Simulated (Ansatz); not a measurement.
Start from Fe₂O₃ in the corundum structure (space group R-3c, No. 167; ferromagnetic).

```cif
data_Fe4O6
_chemical_formula_sum 'Fe4 O6'
_space_group_name_H-M_alt 'P 1'
_space_group_IT_number 1
_cell_length_a 5.22349
_cell_length_b 5.22349
_cell_length_c 5.22349
_cell_angle_alpha 54.380
_cell_angle_beta 54.380
_cell_angle_gamma 54.380
loop_
_space_group_symop_operation_xyz
  'x, y, z'
loop_
_atom_site_label
_atom_site_type_symbol
_atom_site_fract_x
_atom_site_fract_y
_atom_site_fract_z
_atom_site_occupancy
Fe1 Fe 0.34551 0.34551 0.34551 1
Fe2 Fe 0.15449 0.15449 0.15449 1
Fe3 Fe 0.65449 0.65449 0.65449 1
Fe4 Fe 0.84551 0.84551 0.84551 1
O1 O 0.56312 0.93688 0.25000 1
O2 O 0.25000 0.56312 0.93688 1
O3 O 0.93688 0.25000 0.56312 1
O4 O 0.43688 0.06312 0.75000 1
O5 O 0.75000 0.43688 0.06312 1
O6 O 0.06312 0.75000 0.43688 1
```

Computed with Ansatz (a first-principles code), PBE, PAW, cutoff 420 eV, no spin-orbit coupling, earlier PAW set.

For the base:

| Item | Value |
|---|---|
| Volume per atom | 8.76 Å³ |
| Magnetic state | ferromagnetic |

Perturbation: a hydrostatic pressure of 0.7 GPa.

### Question
What does the calculation give for the volume per atom and magnetic state after the change?

### Answer
The volume per atom shrinks by 0.024 Å³, from 8.76 Å³ to 8.73 Å³; the magnetic state stays ferromagnetic.

Load acts through the strain it causes; cell and atoms are relaxed under it. Whether these cells are dynamically stable was not tested. No Hubbard U is applied and the magnetic state is the run's own (Fe2O3 ferromagnetic); small cells can't hold the antiferromagnetic order that many such compounds have, so gaps and moments can be off. In its common phase, real Fe2O3 is an antiferromagnetic insulator at low temperature.
